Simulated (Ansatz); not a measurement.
An Ansatz (a first-principles code) input (PBE, PAW, 420 eV (Ansatz; no spin-orbit coupling)):

Ansatz 0.2 input:
```yaml
crystal:
  lattice:
    - [0, 1.8148470868, 1.8148470868]
    - [1.8148470868, 0, 1.8148470868]
    - [1.8148470868, 1.8148470868, 0]
  atoms:
    - { symbol: Cu, position: [0, 0, 0] }
basis: { ecutwfc: 420, ecutrho_ratio: 4, xc_grid: 2, fft_grid_basis: typed }
kpoints: { mp_grid: { grid: [22, 22, 22] } }
hamiltonian:
  xc: pbe
  dispersion: none
  pseudopotentials: { kind: paw }
scf: { occupations: { method: fermi_dirac, width: 0.05 }, convergence: { dr2_threshold: 0.0000000001 } }
output: { forces: true, stress: true }
checkpoint: { write: state.ck, write_every: 1000 }
```

Q: Which symmetry and how many k-points will the program report, and about how many plane waves at Γ?

A: Space group Fm-3m (ITA 225) with 48 operations, k-points 328 of 10648, and 259 plane waves at Γ.

Stability against distortions was not tested. The final runs are not spin-polarised. The cell was made from Au by this change: Au → Cu.
